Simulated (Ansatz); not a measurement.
# A computed series for TiAl: pressure series

The parent structure is TiAl (space group P4/mmm, No. 123; a = 2.8130 Å, c = 4.0585 Å).

Cell and atoms are relaxed at each pressure.

Calculations: r2SCAN (Ansatz, a quantum-chemistry and plane-wave program; PAW; 500 eV plane waves; no spin-orbit coupling).

```
pressure (GPa)  volume per atom (Å³/atom)
--------------  -------------------------
-1                                 16.193
0                                  16.057
0.9                                15.941
2.1                                15.791
4.5                                15.508
9                                  15.038
15                                 14.499
22.5                                    ?
30                                 13.446
```

Task: Fit the third-order Birch–Murnaghan form P(V) = (3B₀/2)[(V₀/V)^(7/3) − (V₀/V)^(5/3)]·[1 + (3/4)(B₀′ − 4)((V₀/V)^(2/3) − 1)] (squares taken in P) to the rows shown and predict the withheld row.

Result: Least squares on the printed values gives V₀ = 16.058 Å³/atom, B₀ = 121 GPa, B₀′ = 3.7; this predicts 13.930 Å³/atom, and the run gives 13.930 Å³/atom, in agreement.

Load acts through the strain it causes; cell and atoms are relaxed under it. Whether these cells are dynamically stable was not tested. Competing high-pressure phases were not computed. All final runs are without spin polarisation.
